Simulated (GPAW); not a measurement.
Input and output of a self-consistent single point for NbP₂ (P1, 6 atoms in the cell) (GPAW).

Method of the run: PBEsol, GPAW PAW datasets PBEsol (made by gpaw-setup) (plane waves; GPAW).

```
CELL_PARAMETERS angstrom
      4.44400    -1.65186     0.00000
      4.44400     1.65186     0.00000
     -3.68225     0.00000     6.62290
ATOMIC_POSITIONS crystal
  Nb 0.84296 0.83170 0.79699
  Nb 0.16677 0.15932 0.19706
  P  0.60276 0.59334 0.90228
  P  0.40382 0.40593 0.10188
  P  0.12277 0.14174 0.52829
  P  0.86092 0.86797 0.47349
```

Reference input (self-consistent single point, DFT LDA (Perdew-Wang 92), plane waves, GPAW PAW datasets LDA (gpaw-data 1.0.1)): mode = pw; ecut = 600 eV; xc = LDA; kpts = 6 6 3; mesh shift (steps) = 0 0 0; occupations.name = fermi-dirac; occupations.width = 0.1 eV; nbands = -10; convergence.density = 1e-05 e/electron; symmetry.symmorphic = false; symmetry.tolerance = 0.0005; maxiter = 120. This run's input differs from it in these lines:

```diff
@@ -17,3 +17,3 @@
 calc = GPAW(mode={'name': 'pw', 'ecut': 600},
-            xc='LDA',
+            xc='PBEsol',
             kpts={'size': (6, 6, 3), 'gamma': True},
```

Its files differ too (potentials: GPAW PAW datasets PBEsol (made by gpaw-setup)).

Log, with long lists cut:

```
     iter     time        total  log10-change:
                         energy   eigst   dens
iter:   1 --:--:--   -52.116870
iter:   2 --:--:--   -51.526196   -1.07  -1.06
iter:   3 --:--:--   -50.030345   -0.91  -1.09
iter:   4 --:--:--   -49.937254   -1.95  -1.25
iter:   5 --:--:--   -49.879342   -1.68  -1.34
iter:   6 --:--:--   -49.972141   -1.63  -1.78
iter:   7 --:--:--   -49.851948   -2.75  -1.79
iter:   8 --:--:--   -49.838879   -3.44  -2.07
iter:   9 --:--:--   -49.808137   -2.72  -2.16
iter:  10 --:--:--   -49.805295   -3.20  -2.62
iter:  11 --:--:--   -49.805249c  -4.59  -2.79
iter:  12 --:--:--   -49.805093c  -5.18  -2.90
   [... lines left out ...]
iter:  14 --:--:--   -49.804716c  -5.28  -3.20
iter:  15 --:--:--   -49.804706c  -6.06  -3.29
   [... 3 lines left out ...]
iter:  19 --:--:--   -49.804678c  -6.48  -3.84
iter:  20 --:--:--   -49.804676c  -7.11  -4.12
iter:  21 --:--:--   -49.804675c  -7.10  -4.18
iter:  22 --:--:--   -49.804672c  -7.36  -4.40
iter:  23 --:--:--   -49.804671c  -8.05c -4.62
iter:  24 --:--:--   -49.804671c  -8.56c -4.75
iter:  25 --:--:--   -49.804671c  -9.02c -4.81
iter:  26 --:--:--   -49.804671c  -9.31c -4.84
iter:  27 --:--:--   -49.804672c  -9.06c -4.87
iter:  28 --:--:--   -49.804671c  -9.16c -4.92
iter:  29 --:--:--   -49.804671c  -9.14c -5.18c
Converged after 29 iterations.

Dipole moment: (-0.150381, 0.018640, 0.181852) |e|*Ang

Energy contributions relative to reference atoms: (reference = -244844.790968)

Kinetic:        +15.006129
Potential:      -24.553191
External:        +0.000000
XC:             -40.013431
Entropy (-ST):   -0.021174
Local:           -0.233592
SIC:             +0.000000
--------------------------
Free energy:    -49.815259
Extrapolated:   -49.804671

Showing only first 2 kpts
 Kpt  Band  Eigenvalues  Occupancy
  0    21      8.60037    1.99979
  0    22      9.25343    1.86307
  0    23     10.18046    0.00256
  0    24     10.64736    0.00002

  1    21      8.68743    1.99949
  1    22      8.99761    1.98868
  1    23      9.89943    0.04170
  1    24     11.14104    0.00000

Fermi level: 9.51448

No gap
   [... lines left out ...]
  0 Nb    0.33788    0.31768    0.47163
  1 Nb   -0.88098    0.15879    0.45976
  2 P    -0.04989    0.00438   -0.28047
  3 P     0.37109   -0.11668   -0.21996
  4 P     0.32537   -0.25912   -0.35297
  5 P    -0.10349   -0.10507   -0.07812

Stress tensor:
     0.027340    -0.001718    -0.002081
    -0.001718     0.040120    -0.000448
    -0.002081    -0.000448     0.037518
Stress (GPa, Voigt): [ 4.3804  6.4279  6.0111 -0.0717 -0.3335 -0.2752]
```

The run converged in 29 iterations. GPAW prints stress with tension positive. Against the reference run the pressure goes from -8.19 to -5.61 GPa and the largest force goes from 0.991 to 1.006 eV/Å.

The starting cell comes from a database of computed structures (which also holds hypothetical and non-ambient phases and stackings), without a prior relaxation at this level. Its atoms were displaced at random from the sites of space group no. 12. Spin polarisation is off. With a pressure of about -6 GPa the cell is away from its equilibrium volume at this level. Forces in this geometry exceed 1 eV/Å.

Cost on one core of a shared machine: roughly 5 min.
